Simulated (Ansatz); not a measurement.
HfO2 (baddeleyite start, 24-atom cell) (held in this type by symmetry, stable or not), space group P2_1/c.

The geometry comes from a PBE relaxation.

```
HfO2
1.0
    4.26860     0.00000     5.27263
   -5.16101     5.21236     0.00465
   -5.16101    -5.21236     0.00465
Hf O
8 16
Direct
  0.70839   0.94491   0.48773
  0.70839   0.44491   0.98773
  0.29161   0.55509   0.01227
  0.29161   0.05509   0.51227
  0.79161   0.01227   0.05509
  0.79161   0.51227   0.55509
  0.20839   0.48773   0.44491
  0.20839   0.98773   0.94491
  0.97667   0.13522   0.39240
  0.97667   0.63522   0.89240
  0.02333   0.36478   0.10760
  0.02333   0.86478   0.60760
  0.52333   0.60760   0.36478
  0.52333   0.10760   0.86478
  0.47667   0.89240   0.13522
  0.47667   0.39240   0.63522
  0.34834   0.80494   0.47618
  0.34834   0.30494   0.97618
  0.65166   0.69506   0.02382
  0.65166   0.19506   0.52382
  0.15166   0.52382   0.69506
  0.15166   0.02382   0.19506
  0.84834   0.97618   0.80494
  0.84834   0.47618   0.30494
```

Method: PBE with spin-orbit coupling (plane waves to 420 eV, PAW; Ansatz, a program for electronic structure). PBE gaps are too small against experiment. Its k-point mesh 4×4×4, Fermi–Dirac width 0.01 eV.

**Question.** List the levels next to the gap at Γ of this cell's own (folded) zone, from the top of the valence band (the table ends after a fixed count of bands, which can cut a degenerate set).

**Answer.** 
| band | E − E_v (eV) |
|---|---|
| v8 | -0.564 |
| v7 | -0.564 |
| v6 | -0.495 |
| v5 | -0.495 |
| v4 | -0.198 |
| v3 | -0.198 |
| v2 | 0.000 |
| v1 | 0.000 |
| c1 | 4.455 |
| c2 | 4.455 |
| c3 | 4.489 |
| c4 | 4.489 |
| c5 | 4.521 |
| c6 | 4.521 |
| c7 | 4.989 |
| c8 | 4.989 |
